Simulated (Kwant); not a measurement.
Kwant, Hückel tight-binding model, one pz orbital an atom, one spin, coherent transport at 0 K. Conductance is in e²/h.

Model system: π system c1ccc(cc1)C=Cc1ccccc1 between two chain leads. The π system is taken as planar. Atoms are numbered from 0 in the order of the SMILES. Site energies (eV, carbon 0): [0.0, 0.0, 0.0, 0.0, 0.0, 0.0, 0.0, 0.0, 0.0, 0.0, 0.0, 0.0, 0.0, 0.0]. Bonds (i, j, β in eV): (0,1,-2.4) (1,2,-2.4) (2,3,-2.4) (3,4,-2.4) (4,5,-2.4) (3,6,-2.4) (6,7,-2.4) (7,8,-2.4) (8,9,-2.4) (9,10,-2.4) (10,11,-2.4) (11,12,-2.4) (12,13,-2.4) (5,0,-2.4) (13,8,-2.4). Leads: chains of hopping −3.6 eV, joined by −0.48 eV to atoms 2 and 6.

Site energies and bond integrals are typed Hückel values.

Sweep values stay those of the base run.

One input was changed, with this effect: transmission at E = 0 < 1e-12 → 0.00018.

Task: Which change was it?
(A) contacts moved from atoms [2, 6] to [1, 2]
(B) contacts moved from atoms [2, 6] to [1, 6]
(C) contacts moved from atoms [2, 6] to [1, 5]
(D) contacts moved from atoms [2, 6] to [1, 4]
(E) contacts moved from atoms [2, 6] to [2, 4]
(F) contacts moved from atoms [2, 6] to [0, 11]

Result: F, contacts moved from atoms [2, 6] to [0, 11]
